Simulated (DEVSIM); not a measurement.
System: Ti/AlN/n-GaSb capacitor, at 300 K.

```
layer (left to right)  material  thickness (nm)  Nd (cm⁻³)
---------------------  --------  --------------  ---------
1                           AlN            1.30          -
2                          GaSb            7800     5.9e15
```

Metal gate on the left, work function 4.33 eV. Fixed charge at the semiconductor interface 0 cm⁻² (in units of +e); interface traps 9.4e11 cm⁻² eV⁻¹, uniform in energy, neutral level at 0.7 of the gap above the valence band.

Constants are typed, rounded textbook-type inputs, not results; the design itself was drawn at random and stands for no fabricated device. Values at 300 K.

```tsv
parameter	AlN	GaSb
gap (eV)	6.1	0.726
affinity (eV)	1.9	4.06
permittivity	8.5	15.7
Nc (cm⁻³)	-	2.1e17
Nv (cm⁻³)	-	1.8e19
```

Simulated with DEVSIM: 1D Poisson equation in equilibrium, Boltzmann statistics, complete ionisation; no quantum confinement or tunnelling. Metal contacts follow the ideal Schottky-Mott rule: no Fermi-level pinning, no interface dipoles.

Q: Tabulate band edges, carrier densities and field at -0.2 V on the gate.

A: Energies count from the Fermi level of the right contact; mesh points crowd at the junctions.

```json
[
 {"x (μm)": "0.000", "Ec (eV)": "2.630", "Ev (eV)": "-3.470", "n (cm⁻³)": "< 1e2", "p (cm⁻³)": "< 1e2", "field (V/cm)": "-88000"},
 {"x (μm)": "0.0006717", "Ec (eV)": "2.624", "Ev (eV)": "-3.476", "n (cm⁻³)": "< 1e2", "p (cm⁻³)": "< 1e2", "field (V/cm)": "-88000"},
 {"x (μm)": "0.001381", "Ec (eV)": "0.458", "Ev (eV)": "-0.268", "n (cm⁻³)": "4.2e9", "p (cm⁻³)": "5.8e14", "field (V/cm)": "-22000"},
 {"x (μm)": "0.002757", "Ec (eV)": "0.455", "Ev (eV)": "-0.271", "n (cm⁻³)": "4.7e9", "p (cm⁻³)": "5.1e14", "field (V/cm)": "-21000"},
 {"x (μm)": "0.007624", "Ec (eV)": "0.445", "Ev (eV)": "-0.281", "n (cm⁻³)": "7.0e9", "p (cm⁻³)": "3.4e14", "field (V/cm)": "-21000"},
 {"x (μm)": "0.01646", "Ec (eV)": "0.427", "Ev (eV)": "-0.299", "n (cm⁻³)": "1.4e10", "p (cm⁻³)": "1.7e14", "field (V/cm)": "-21000"},
 {"x (μm)": "0.03453", "Ec (eV)": "0.391", "Ev (eV)": "-0.335", "n (cm⁻³)": "5.7e10", "p (cm⁻³)": "4.2e13", "field (V/cm)": "-19000"},
 {"x (μm)": "0.09849", "Ec (eV)": "0.282", "Ev (eV)": "-0.444", "n (cm⁻³)": "3.9e12", "p (cm⁻³)": "6.1e11", "field (V/cm)": "-15000"},
 {"x (μm)": "0.2074", "Ec (eV)": "0.159", "Ev (eV)": "-0.567", "n (cm⁻³)": "4.5e14", "p (cm⁻³)": "5.4e9", "field (V/cm)": "-7600"},
 {"x (μm)": "0.4521", "Ec (eV)": "0.094", "Ev (eV)": "-0.632", "n (cm⁻³)": "5.5e15", "p (cm⁻³)": "4.4e8", "field (V/cm)": "-310"},
 {"x (μm)": "0.9856", "Ec (eV)": "0.092", "Ev (eV)": "-0.634", "n (cm⁻³)": "5.9e15", "p (cm⁻³)": "4.1e8", "field (V/cm)": "≈ 0"},
 {"x (μm)": "2.724", "Ec (eV)": "0.092", "Ev (eV)": "-0.634", "n (cm⁻³)": "5.9e15", "p (cm⁻³)": "4.1e8", "field (V/cm)": "≈ 0"},
 {"x (μm)": "5.205", "Ec (eV)": "0.092", "Ev (eV)": "-0.634", "n (cm⁻³)": "5.9e15", "p (cm⁻³)": "4.1e8", "field (V/cm)": "≈ 0"},
 {"x (μm)": "6.611", "Ec (eV)": "0.092", "Ev (eV)": "-0.634", "n (cm⁻³)": "5.9e15", "p (cm⁻³)": "4.1e8", "field (V/cm)": "≈ 0"},
 {"x (μm)": "7.372", "Ec (eV)": "0.092", "Ev (eV)": "-0.634", "n (cm⁻³)": "5.9e15", "p (cm⁻³)": "4.1e8", "field (V/cm)": "≈ 0"},
 {"x (μm)": "7.605", "Ec (eV)": "0.092", "Ev (eV)": "-0.634", "n (cm⁻³)": "5.9e15", "p (cm⁻³)": "4.1e8", "field (V/cm)": "≈ 0"},
 {"x (μm)": "7.712", "Ec (eV)": "0.092", "Ev (eV)": "-0.634", "n (cm⁻³)": "5.9e15", "p (cm⁻³)": "4.1e8", "field (V/cm)": "≈ 0"},
 {"x (μm)": "7.761", "Ec (eV)": "0.092", "Ev (eV)": "-0.634", "n (cm⁻³)": "5.9e15", "p (cm⁻³)": "4.1e8", "field (V/cm)": "≈ 0"},
 {"x (μm)": "7.787", "Ec (eV)": "0.092", "Ev (eV)": "-0.634", "n (cm⁻³)": "5.9e15", "p (cm⁻³)": "4.1e8", "field (V/cm)": "≈ 0"},
 {"x (μm)": "7.796", "Ec (eV)": "0.092", "Ev (eV)": "-0.634", "n (cm⁻³)": "5.9e15", "p (cm⁻³)": "4.1e8", "field (V/cm)": "≈ 0"},
 {"x (μm)": "7.799", "Ec (eV)": "0.092", "Ev (eV)": "-0.634", "n (cm⁻³)": "5.9e15", "p (cm⁻³)": "4.1e8", "field (V/cm)": "≈ 0"},
 {"x (μm)": "7.801", "Ec (eV)": "0.092", "Ev (eV)": "-0.634", "n (cm⁻³)": "5.9e15", "p (cm⁻³)": "4.1e8", "field (V/cm)": "≈ 0"}
]
```
